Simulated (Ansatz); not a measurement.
Base system: HfO₂ (space group P4_2/nmc, No. 137; a = 3.6048 Å, c = 5.2650 Å).

(Cell as relaxed with PBE.)

Levels (all Ansatz, a first-principles code, PAW, earlier PAW set): PBE (420 eV, without spin-orbit coupling); PBEsol (420 eV, no spin-orbit coupling).

Each level relaxes its own structure.

```json
[
 {"base": "volume per atom", "PBE": "11.40 Å³", "PBEsol": "10.96 Å³"},
 {"base": "lattice parameter a", "PBE": "6.812 bohr", "PBEsol": "6.742 bohr"},
 {"base": "band gap", "PBE": "4.67 eV", "PBEsol": "4.57 eV"}
]
```

Now apply this change: cell and atoms relaxed at a pressure of 7 GPa.

| quantity | PBE | PBEsol |
|---|---|---|
| lattice parameter a | 6.750 bohr | (withheld) |
| c/a ratio | 1.446 | (withheld) |

Problem. Given the PBE results, estimate those of PBEsol.

Solution. 
- lattice parameter a, PBEsol: 6.684 bohr
- c/a ratio, PBEsol: 1.438

PBE's lattice parameter a lies 0.066 bohr above PBEsol's (1.0 %); PBE's c/a ratio lies 0.008 above PBEsol's. Neither level is exact; PBEsol is the comparison here, not a measurement.

With Hf present, leaving out spin-orbit coupling can change the band edges. Load acts through the strain it causes; cell and atoms are relaxed under it. Whether these cells are dynamically stable was not tested. Competing high-pressure phases were not computed. This is not the structure that HfO2 has at room temperature and ambient pressure.
